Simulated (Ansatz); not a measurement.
The starting structures come from a database of crystals and need not be the phases stable at ambient conditions.

**Evanescent states of SnS₂ (P6_3mc, not sure to be the ambient phase, 6 atoms a cell, 22.6 Å³ an atom) along the normal of (100)**

The numbers are results of PBEsol (plane waves, PAW; Ansatz, an electronic-structure program), not measurements.

The gap is the functional's own, uncorrected, and κ follows it; spin-orbit coupling is left out. Mid-gap values are interpolated between the computed energies.

Energies count from the valence-band top; κ is the least over a 8×4 mesh across the current.

| E (eV) | κ (1/Å) | where |
|---|---|---|
| 0.04 | 0.121 | off Γ |
| 0.10 | 0.138 | off Γ |
| 0.17 | 0.144 | Γ |
| 0.24 | 0.150 | Γ |
| 0.32 | 0.155 | Γ |
| 0.39 | 0.159 | Γ |
| 0.46 | 0.163 | Γ |
| 0.53 | 0.163 | off Γ |
| 0.59 | 0.152 | off Γ |
| 0.67 | 0.139 | off Γ |
| 0.73 | 0.124 | off Γ |
| 0.81 | 0.106 | off Γ |
| 0.88 | 0.083 | off Γ |
| 0.94 | 0.048 | off Γ |

Question: How thick must the barrier be to attenuate the transmission by 10^4 when the electrodes' Fermi level lies at 0.67 eV, and what attenuation does that film give at 0.59 eV?

Answer: d = 4 ln 10 / (2 × 0.139) = 33.1 Å. At 0.59 eV it gives 4 × 0.152/0.139 = 4.4 decades.
